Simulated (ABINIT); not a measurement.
**Short convergence ladders for V (Im-3m, 1 atom in the cell)**

```yaml
crystal:
  lattice:
    - [-1.50743, 1.50743, 1.50743]
    - [1.50743, -1.50743, 1.50743]
    - [1.50743, 1.50743, -1.50743]
  atoms:
    - { symbol: V, position: [0.00000, 0.00000, 0.00000] }
```

Base method: PBE, PAW (JTH v2.0 PBE PAW) (plane waves; ABINIT 10.0.3).

Base settings: pseudos = [V.GGA_PBE-JTH.xml]; ecut = 30 Ha; pawecutdg = 60 Ha; pawxcdev = 0; occopt = 7; tsmear = 0.00367493 Ha; ngkpt = 9 9 9; nshiftk = 1; shiftk = 0 0 0; potentials = JTH v2.0 PBE PAW.

**The width of Fermi-Dirac smearing**

In this ladder: occopt = 3; ngkpt = 15 15 15.

Narrow widths need finer meshes than wide ones, so the last steps can hold mesh noise.

Only quantities that move along the ladder and can be compared are tabulated; pressure and forces are left out, as mesh noise rules them at narrow widths.

| tsmear | free energy less the last step's (meV/atom) |
|---|---|
| 0.0367493 Ha | -2231.62 |
| 0.0183747 Ha | -587.15 |
| 0.0110248 Ha | -223.78 |
| 0.00734986 Ha | -101.88 |
| 0.00367493 Ha | -21.05 |
| 0.00183747 Ha | 0.00 |

Widest tsmear that holds the free energy within 5 meV/atom: not settled: the last two steps still differ by 21 meV/atom, over half the tolerance, so the ladder does not show it.

**The width of Methfessel-Paxton smearing**

In this ladder: occopt = 6; ngkpt = 15 15 15.

Narrow widths need finer meshes than wide ones, so the last steps can hold mesh noise.

Only quantities that move along the ladder and can be compared are tabulated; pressure and forces are left out, as mesh noise rules them at narrow widths.

```tsv
tsmear	free energy less the last step's (meV/atom)
0.0367493 Ha	-23.38
0.0183747 Ha	-2.99
0.0110248 Ha	1.72
0.00734986 Ha	1.53
0.00367493 Ha	0.26
0.00183747 Ha	0.00
```

Widest tsmear that holds the free energy within 1 meV/atom of the last step, with all finer ones: 0.00367493 Ha; the step before is off by 1.5 meV/atom.

**The setting tolerance**

The mesh stays at the base's, so the ladder's end is converged at best in this setting alone.

Only quantities that move along the ladder and can be compared are tabulated.

```csv
toldfe,pressure (GPa)
0.0001 Ha,-1.31
1e-05 Ha,-2.69
1e-06 Ha,-3.06
1e-07 Ha,-3.06
1e-08 Ha,-3.06
1e-09 Ha,-3.02
1e-10 Ha,-3.00
```

Coarsest toldfe that holds the pressure within 1 GPa of the last step, with all finer ones: 1e-05 Ha; the step before is off by 1.7 GPa.

On the base run: the starting cell has typed, rounded lattice constants, without a prior relaxation at this level. Its lattice was rescaled by up to half a per cent. Spin polarisation is off. In the base run, with a pressure of about -3 GPa the cell is away from its equilibrium volume at this level.

Left out of this page: 9 runs of the series outside the window shown, repeating another row's setting, or not comparable.
